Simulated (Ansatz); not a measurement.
Partial pair distribution functions of a relaxed model of amorphous Si$_{30}$C$_{12}$N$_{24}$, broadened by 0.06 Å; density 2.84 g/cm³. These are PBE, scalar-relativistic without spin-orbit coupling (plane waves to 420 eV, PAW; Ansatz, a quantum-chemistry and plane-wave program) values and carry that method's errors.

It comes from a melt-quench run on a machine-learned potential (CHGNet), relaxed afterwards by DFT. N atoms were pushed apart under 1.9 Å during the dynamics, to hinder bonds among them. The hot cell started wider than the set density and was brought back towards it in steps. It is the lowest in DFT energy of 2 quenches. It is a model cell: composition and starting density were chosen by hand, and all elements were melted together. No dispersion term was used. Its density started from a set value of 2.65 and ended at 2.84 g/cm³. The simulated quench (nominally 400 K/ps over its main leg) is rapid and tends to freeze in more defects than a deposited or slowly cooled glass has. Values belong to this one cell and scatter from quench to quench. The volume was free in the relaxation, at fixed shape. Stress components on the final sampling reach 3.1 GPa. On a 2×2×2 Γ-centred mesh force components of up to 0.35 eV/Å stay, since the relaxation ran on the zone centre alone.

```tsv
r (Å)	g Si-N	g Si-C	g Si-Si	g C-C
1.30	0.00	0.00	0.00	0.01
1.40	0.00	0.00	0.00	1.09
1.50	0.01	0.00	0.00	6.74
1.60	0.58	0.03	0.00	3.12
1.70	5.47	0.61	0.00	0.11
1.80	7.57	3.53	0.00	0.00
1.90	3.55	5.91	0.00	0.00
2.00	1.12	2.33	0.00	0.00
2.10	0.14	0.47	0.00	0.00
2.20	0.00	0.07	0.10	0.00
2.30	0.00	0.22	0.70	0.00
2.40	0.04	0.24	1.03	0.24
2.50	0.11	0.63	1.01	1.26
2.60	0.14	0.80	1.00	1.03
2.70	0.41	1.19	1.18	0.12
2.80	0.45	0.98	1.35	0.20
2.90	0.70	1.24	1.90	0.75
3.00	0.75	0.83	1.95	1.27
3.10	0.49	1.20	1.65	2.66
3.20	0.68	1.38	1.72	2.44
3.30	1.06	1.39	1.67	0.75
3.40	0.99	0.93	1.16	1.20
3.50	1.01	0.66	0.92	1.12
3.60	1.11	0.55	0.72	0.89
3.70	1.23	0.85	0.67	0.76
3.80	1.31	1.37	1.00	1.34
3.90	1.28	1.02	0.84	1.14
4.00	1.25	0.93	0.73	0.75
4.10	1.43	0.94	0.57	0.95
4.20	1.44	0.92	0.65	1.31
4.30	1.24	1.13	0.82	0.88
4.40	1.09	1.18	0.85	0.61
4.50	0.92	1.08	0.95	0.70
4.60	0.69	1.04	0.98	0.53
```

Within 2.18 Å each Si has 2.33 N neighbours on average.
